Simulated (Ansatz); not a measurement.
Input and output of a self-consistent single point for CaPt2 (R3m, 6 atoms in the cell) (Ansatz, an electronic-structure program)

Computed with PBEsol, default PAW files made with PBE (plane waves; Ansatz).

Input as run:

Ansatz 0.2 input:
```yaml
crystal:
  lattice:
    - [0.00000000, 3.81133300, 3.81133300]
    - [3.81133300, 0.00000000, 3.81133300]
    - [3.81133300, 3.81133300, 0.00000000]
  atoms:
    - { symbol: Ca, position: [0.00378700, 0.00378700, 0.00378700] }
    - { symbol: Ca, position: [0.25000000, 0.25000000, 0.25000000] }
    - { symbol: Pt, position: [0.12500000, 0.62500000, 0.62500000] }
    - { symbol: Pt, position: [0.62500000, 0.62500000, 0.12500000] }
    - { symbol: Pt, position: [0.62500000, 0.12500000, 0.62500000] }
    - { symbol: Pt, position: [0.62500000, 0.62500000, 0.62500000] }
basis:
  ecutwfc: 420.0
kpoints:
  mp_grid:
    grid: [5, 5, 5]
hamiltonian:
  xc: pbesol
  pseudopotentials:
    kind: paw
scf:
  occupations:
    method: gaussian
    width: 0.1
output:
  forces: true
  eigenvalues: true
  stress: true
```

The program printed (abridged):

```
WARN ansatz: RAYON_NUM_THREADS=1 ignored (pool sized by the plan → 1); use --threads N
Pseudopotentials: kind: paw
Pseudopotential: Ca, paw, valence charge 10
Pseudopotential: Pt, paw, valence charge 18
Crystal: 6 atoms, lattice volume = 110.729 Å³
Basis set: ecut = 420 eV, 2109 PW (Γ), exchange–correlation on 80×80×80 points (8 copies of the dense FFT grid, shifted against one another)
Bands: 56, of which v1, the nominal top of the filled ones, is band 46 counted from 1 (45 counted from 0)
Symmetry: 6 space group operations
Space group: R3m (ITA 160), of the structure as read, at distance tolerance 4.8e-5 Å
k-points: 19 of 125 (time reversal used)
PAW frozen core: Ca, regenerated for the run's functional, and the local potential with it
PAW frozen core: Pt, regenerated for the run's functional, and the local potential with it
Initial density: superposition of atomic densities (neutral atoms: chi_scale 0, normalization atom), corrected by the library's trained network
Initial wavefunctions: pseudopotential atomic-orbital guess
Eigensolver: davidson
Functional: x = pbesol(κ = 0.804, μ = 0.12345679012345678), c = pbesol(β = 0.046)
SCF iter   1: F=—  HF=-53128.255945 eV  |F-HF|=—  |Δ(HF+E_count)|=         —  Δρ=9.13e-3  dr2=4.05e-2  ethr=1.77e-3  ⟨swp⟩=7.3  Hψ=4351  notcnv=0  defer=1
all-band conjugate gradients solve this SCF's bands
preconditioner: auto → Kerker (q_TF=auto, 2.645 Å⁻¹)
SCF iter   2: F=—  HF=-53128.248907 eV  |F-HF|=—  |Δ(HF+E_count)|=   7.04e-3  Δρ=5.51e-3  dr2=2.67e-2  ethr=4.40e-5  ⟨swp⟩=1.1  Hψ=1237  notcnv=0  defer=2
SCF iter   3: F=—  HF=-53128.243947 eV  |F-HF|=—  |Δ(HF+E_count)|=   4.96e-3  Δρ=1.56e-3  dr2=2.52e-3  ethr=2.90e-5  ⟨swp⟩=2.0  Hψ=1401  notcnv=0  defer=2
SCF iter   4: F=—  HF=-53128.243421 eV  |F-HF|=—  |Δ(HF+E_count)|=   5.26e-4  Δρ=3.95e-4  dr2=1.64e-4  ethr=2.74e-6  ⟨swp⟩=2.3  Hψ=1516  notcnv=0  defer=2
SCF iter   5: F=—  HF=-53128.243389 eV  |F-HF|=—  |Δ(HF+E_count)|=   3.27e-5  Δρ=1.53e-4  dr2=7.89e-5  ethr=1.78e-7  ⟨swp⟩=2.9  Hψ=1835  notcnv=0  defer=2
SCF iter   6: F=—  HF=-53128.243423 eV  |F-HF|=—  |Δ(HF+E_count)|=   3.42e-5  Δρ=6.49e-5  dr2=1.32e-5  ethr=8.57e-8  ⟨swp⟩=1.5  Hψ=1023  notcnv=0  defer=2
SCF iter   7: F=—  HF=-53128.243420 eV  |F-HF|=—  |Δ(HF+E_count)|=   2.41e-6  Δρ=2.55e-5  dr2=1.84e-6  ethr=1.44e-8  ⟨swp⟩=1.8  Hψ=1061  notcnv=0  defer=2
SCF iter   8: F=-53128.243420 eV  HF=-53128.243420 eV  |F-HF|=1.48e-8  |Δ(HF+E_count)|=   3.85e-7  Δρ=3.07e-6  dr2=1.93e-8  ethr=1.09e-10  ⟨swp⟩=7.2  Hψ=4467  notcnv=0
SCF 1 converged in 8 iterations: F = -53128.243420 eV  dr2 = 1.93e-8
SCF converged after 8 iterations
Free energy (F): -53128.243420 eV
Harris-Foulkes:  -53128.243420 eV  (|F-HF|=1.48e-8)
Internal energy: -53128.219679 eV  (E = F + TS)
E sigma→0 (E₀):  -53128.231550 eV
Entropy (-TS):   -0.023741 eV (-3.957 meV/atom)
Fermi energy:    16.582734 eV
--- Per-component energies (eV) ---
  E_band       = -1090.583891
  E_kinetic    = 3115.093936
  E_local      = -9488.130058  (includes V_loc(G=0)·N_el)
  E_nonlocal   = 939.276960
  E_hartree    = 3597.924543
  E_xc         = -1316.850798
  E_vxc        = -1555.301975  (∫ρ·V_xc dr)
  E_paw        = -38939.962500  (= ΣΔE_a)
  E_vpaw       = -1297.359229  (= ΣTr[D̂ρ^β])
  E_aug_tail   = 0.000683  (compensation charges beyond the density's cutoff)
  E_ewald      = -11036.957957
  E_core_change = 1.385513  (= ΣΔE_core)
  E_smearing   = -0.023741  (= −TS)
  E_closure    = 0.000000  (closes the sum)
  Σ components = -53128.243420   (vs F -53128.243420, Δ=0.00e0)
--- Forces (eV/Å), atoms counted from 1 ---
  atom   1  Ca    -0.13133071    -0.13133071    -0.13133071
  atom   2  Ca     0.05583531     0.05583531     0.05583531
  atom   3  Pt     0.03782489     0.01928143     0.01928143
  atom   4  Pt     0.01928143     0.01928143     0.03782489
  atom   5  Pt     0.01928143     0.03782489     0.01928143
  atom   6  Pt    -0.00088609    -0.00088609    -0.00088609
  max |Σ_I F_I| component: 6.25e-6 eV/Å
--- Stress (GPa, compression-positive) ---
       -1.055810       0.097456       0.097456
        0.097456      -1.055810       0.097456
        0.097456       0.097456      -1.055810
  P = ⅓ Tr σ = -1.0558 GPa (-10.558 kbar)
  The stress holds the Pulay correction. Without it, at fixed plane waves, as pw.x and ABINIT print it: P = -1.0922 GPa
--- Band table (eV; the first three rows and the last of 19) ---
  k-point 0: bands = ["-81.7566", "-81.7247", "-81.7247", "-81.7174", "-36.4034", "-36.0641", "-36.0641", "-36.0597", "-35.9246", "-35.9246", "-35.7735", "-35.7735", "-35.7713", "-35.7471", "-35.7358", "-35.7358", "-23.8949", "-23.8120", "-5.1424", [...]
  k-point 1: bands = ["-81.7542", "-81.7269", "-81.7247", "-81.7177", "-36.3719", "-36.0619", "-36.0507", "-36.0475", "-35.9171", "-35.9164", "-35.8089", "-35.7841", "-35.7811", "-35.7575", "-35.7477", "-35.7363", "-23.8890", "-23.8176", "-5.1466", [...]
  k-point 2: bands = ["-81.7489", "-81.7319", "-81.7247", "-81.7179", "-36.3116", "-36.0548", "-36.0284", "-36.0273", "-35.8884", "-35.8873", "-35.8763", "-35.8316", "-35.8255", "-35.7629", "-35.7562", "-35.7365", "-23.8771", "-23.8290", "-5.1538", [...]
  k-point 18: bands = ["-81.7480", "-81.7298", "-81.7247", "-81.7209", "-36.2726", "-36.0945", "-36.0132", "-36.0009", "-35.9010", "-35.8868", "-35.8618", "-35.8234", "-35.8190", "-35.7877", "-35.7747", "-35.7536", "-23.8653", "-23.8407", "-5.1755", [...]
```

The run converged in 8 iterations.

The starting cell comes from a database of computed structures (which also holds hypothetical and non-ambient phases and stackings), without a prior relaxation at this level. Its lattice was rescaled by up to half a per cent. One atom was moved a little off its site on purpose. Spin-orbit coupling is off. Spin polarisation is off. Ansatz's pressure includes its estimate of the finite-basis (Pulay) stress.
